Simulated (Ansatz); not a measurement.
**LaTiO2N (Pmma, No. 51, 10 atoms in the cell; start mp-1178120): smallest direct gap on the k points sampled by level of theory**

No measured value is used here.

```csv
level (code),value (eV)
LDA (Ansatz),0.70
PBEsol (Ansatz),0.74
r²SCAN (Ansatz),1.10
```

Computed values are for a static lattice. Levels without +SOC have no spin–orbit coupling; where heavier elements are present it shifts gaps, mostly down, and can invert bands.  Values are at the PBEsol cell. Cutoffs differ between the levels. Ansatz's density-functional and Hartree–Fock values are scalar-relativistic unless marked +SOC, with PAW data made under PBE.

A start named mp-… is a Materials Project structure, which need not be a measured phase.

Ansatz is an electronic-structure program.
